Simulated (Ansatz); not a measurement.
# The (100) surface of fcc Rh, one row in 4 of the top plane missing (bottom of the slab: a bare face, its two planes held)

Computed with PBE (plane waves to 420 eV, PAW; Ansatz, a first-principles code).

Model: 23-atom slab, 9.6 Å thick at the start (thin: gaps and levels are the slab's own), 14x4x1 mesh, Fermi-Dirac 0.1 eV, dipole correction, 8 atoms held, the rest relaxed; symmetry of the start imposed; no spin, no spin-orbit, no U. It is one candidate, not shown to be the stable structure of the face.

| Quantity | Value |
|---|---|
| work function of the top face | 4.83 eV |
| energy released by relaxation | 0.17 eV |
| cost | about 16 core-minutes (a rough figure) |
